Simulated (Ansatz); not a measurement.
# CdSe under load (space group P6_3mc): band-edge transport data

Consider the following.

```xyz
4
Lattice="4.3807 0.0000 0.0000 -2.1904 3.7938 0.0000 0.0000 0.0000 6.6368" Properties=species:S:1:pos:R:3 pbc="T T T"
Cd     0.0000     2.5292    -0.0639
Cd     2.1904     1.2646     3.2545
Se     0.0000     2.5292     2.5527
Se     2.1904     1.2646     5.8711
```

Level of theory: r2SCAN with spin-orbit coupling, rigid bands (plane waves, PAW; Ansatz, a quantum-chemistry and plane-wave program). Condition of this run: uniaxial stress along c of 2.8 GPa (compression positive) (the target of the relaxation). Cell: cell and atoms relaxed with PBEsol, then loaded as said.

```
Quantity                                                                                                                                                             Result
---------------------------------------------------------------------------------------------------------------------------------------  ----------------------------------
band gap                                                                                                                                                            1.06 eV
electron conductivity mass (300 K, dilute)                                                                                               0.113 (x), 0.113 (y), 0.110 (z) mₑ
hole conductivity mass (300 K, dilute)                                                                                                      1.18 (x), 1.18 (y), 0.28 (z) mₑ
effective density of states N_c (300 K)                                                                                                                         8.9e17 cm⁻³
effective density of states N_v (300 K)                                                                                                                         1.2e19 cm⁻³
density-of-states mass, electrons                                                                                                                                  0.108 mₑ
density-of-states mass, holes                                                                                                                                       0.60 mₑ
Seebeck coefficient, n-type 1e19 cm⁻³, 300 K                                                                                                                       -71 μV/K
Seebeck coefficient, p-type 1e19 cm⁻³, 300 K                                                                                                                       256 μV/K
best p-type power factor at 300 K for τ = 10 fs (best axis; densities from 1e16 to 1e21 cm⁻³ tried, whether or not they can be reached)         4.6 μW/(cm·K²) at 3e19 cm⁻³
```

Rigid bands; masses and Seebeck coefficients take one relaxation time τ for all states and one kind of carrier; polarons and phonon drag are left out. Geometry: cell and atoms relaxed with PBEsol.
